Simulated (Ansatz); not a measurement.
# How the bulk modulus B0 of InP (model structure, started from the CsCl type, Pm-3m, No. 221, 2 atoms in the cell) moves with the method

No measured value is used here.

| level (code) | value (GPa) | cell (Å³/atom) |
|---|---|---|
| LDA (Ansatz) | (withheld) | 18.99 |
| PBE (Ansatz) | 64.1 | 20.50 |
| PBEsol (Ansatz) | 75.2 | 19.43 |
| r²SCAN (Ansatz) | 71.0 | 20.07 |

### Question
What belongs in the gaps?

### Answer

- LDA (Ansatz, a program for electronic structure), value (GPa): 79.8

LDA, PBE, PBEsol, r²SCAN: the bulk modulus is −V dP/dV from two relaxed cells at ±2 % in volume. Each level is taken at its own relaxed cell. Cutoffs differ between the levels. Ansatz's density-functional and Hartree–Fock values are scalar-relativistic unless marked +SOC, with PAW data made under PBE.

A model structure was made by putting elements into a prototype or built by hand; it is no filed structure, need not be a known phase, and can be a saddle point held by its symmetry.
